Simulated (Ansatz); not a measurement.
# Response to strain in MoS2

The reference is MoS$_{2}$ (space group P6_3/mmc, No. 194; layered, stacked along the Cartesian z axis).

```
MoS2
1.0
    3.14934     0.00000     0.00000
   -1.57467     2.72741     0.00000
    0.00000     0.00000    12.08946
Mo S
2 4
Direct
  0.66667   0.33333   0.75000
  0.33333   0.66667   0.25000
  0.66667   0.33333   0.37952
  0.33333   0.66667   0.87952
  0.33333   0.66667   0.62048
  0.66667   0.33333   0.12048
```

Cartesian axes are those of the cell as printed.

Strains are applied to the cell and any free atomic positions relax.

Method: PBE-D3(BJ)/PAW in Ansatz (a first-principles code), spin-orbit coupling left out.

Notes on the quantities. energy relative to the base: free energy F.

```tsv
case	smallest direct gap	energy relative to the base	hole mass
base	1.70 eV	0 meV/atom	1.0 mₑ along c, 0.61 mₑ across (at Γ)
uniaxial strain ε_zz = −3.00 %	1.67 eV	+3.7 meV/atom	1.3 mₑ along z, 0.47 mₑ across (at Γ)
uniaxial strain ε_zz = −2.40 %	1.67 eV	+2.3 meV/atom	1.2 mₑ along z, 0.50 mₑ across (at Γ)
uniaxial strain ε_zz = −1.80 %	1.68 eV	+1.2 meV/atom	1.2 mₑ along z, 0.52 mₑ across (at Γ)
uniaxial strain ε_zz = −1.20 %	1.69 eV	+0.5 meV/atom	1.1 mₑ along z, 0.55 mₑ across (at Γ)
uniaxial strain ε_zz = −0.60 %	1.69 eV	+0.1 meV/atom	1.1 mₑ along z, 0.58 mₑ across (at Γ)
```

Effective masses come from finite differences of ±0.01 Å⁻¹. Whether these cells are dynamically stable was not tested.
